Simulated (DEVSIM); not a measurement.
Structure: CdS/CdTe n-p heterojunction, at 300 K.

| layer (left to right) | material | thickness (μm) | Nd (cm⁻³) | Na (cm⁻³) | τn (s) | τp (s) |
|---|---|---|---|---|---|---|
| 1 | CdS | 1.50 | 1.6e16 | - | 3.3e-9 | 3.3e-9 |
| 2 | CdTe | 0.140 | - | 1.4e16 | 3.3e-9 | 3.3e-9 |

Left contact: ohmic. Right contact: ohmic. Voltage is applied to the left contact. Recombination: SRH at mid-gap, radiative, Auger. Mobility is constant in doping.

The device is made up for the run: typed textbook-type constants, with dimensions and the other settings drawn at random. Values at 300 K; Nc and Nv go as T^1.5, mobilities as T to minus their exponent, the gap by Varshni's rule with the affinity fixed.

```csv
parameter,CdS,CdTe
gap (eV),2.4,1.5
affinity (eV),4.3,4.28
permittivity,9,10.2
Nc (cm⁻³),2.2e18,8e17
Nv (cm⁻³),1.8e19,1.8e19
μn (cm²/Vs),300,1000
μp (cm²/Vs),25,80
T exponent of μn,1.5,1.7
T exponent of μp,1.5,1.5
B (cm³/s),1e-10,1e-10
Cn (cm⁶/s),1e-30,1e-30
Cp (cm⁶/s),1e-30,1e-30
Varshni α (eV/K),0.00039,0.00031
Varshni β (K),103,108
```

Model (solved in DEVSIM): 1D drift-diffusion, Boltzmann statistics, complete ionisation; no tunnelling, impact ionisation, image-force lowering or self-heating. Band offsets follow the typed affinities; no thermionic-emission limit at abrupt steps, no polarisation charge.

The temperature was swept, all else fixed.

| temperature (K) | potential step across the device at zero bias (V) | dark forward voltage at 1 A/cm² (V) | dark forward voltage at 100 A/cm² (V) | largest field in the device at zero bias (V/cm) |
|---|---|---|---|---|
| 250 | 1.246 | 1.089 | 1.215 | 65000 |
| 300 | 1.168 | 0.977 | 1.131 | 63000 |
| 350 | 1.087 | 0.863 | 1.044 | 60000 |
| 400 | 1.005 | 0.747 | 0.957 | 57000 |
| 450 | 0.920 | 0.630 | 0.869 | 54000 |
| 500 | 0.834 | 0.511 | 0.781 | 51000 |

From the first row to the last the potential step across the device at zero bias goes from 1.246 to 0.834. From the first row to the last the dark forward voltage at 1 A/cm² goes from 1.089 to 0.511.
